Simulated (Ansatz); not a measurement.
Lattice thermal conductivity of MgO in the rock salt structure at 300 K from the phonon Boltzmann equation with three-phonon and isotope scattering in Ansatz (plane waves, PAW). Reference run: PBEsol, third-order constants from a 54-atom supercell out to 3.9 Å, harmonic mesh 6×6×6, k mesh 6×6×6, scattering mesh 21×21×21. Unless called populations, κ holds the coherence term between modes besides the Boltzmann populations.

| run | highest ν (THz) | κ (W/m/K) |
|---|---|---|
| PBEsol, reference | 20.75 | 59.2 |
| PBEsol, denser conductivity mesh | 20.77 | 58.7 |
| PBEsol, k mesh 12 in place of 6 | 20.73 | 59.2 |
| PBEsol, k mesh 12, longer pair cutoff and denser conductivity mesh (4.4 Å) | 20.75 | 58.1 |
| PBEsol, longer pair cutoff (4.4 Å) | 20.75 | ? |
| PBEsol, shorter pair cutoff (3.3 Å) | 20.75 | 59.3 |
| PBEsol, third-order supercell 4, harmonic q mesh 4 and k mesh 8 in place of 3, 6 and 6 | 20.73 | 61.6 |
| PBEsol, third-order supercell 4, harmonic q mesh 8 and k mesh 8 in place of 3, 6 and 6 | 20.73 | 58.7 |
| PBEsol, third-order supercell 4, harmonic q mesh 8, k mesh 8 and longer pair cutoff (4.4 Å) | 20.73 | 58.2 |

Question: Some entries are withheld; supply them.

Answer: 
- PBEsol, longer pair cutoff (4.4 Å), κ (W/m/K): 58.7

The PAW data sets were generated under PBE and serve the other functionals too.

Ansatz is a program for electronic structure.
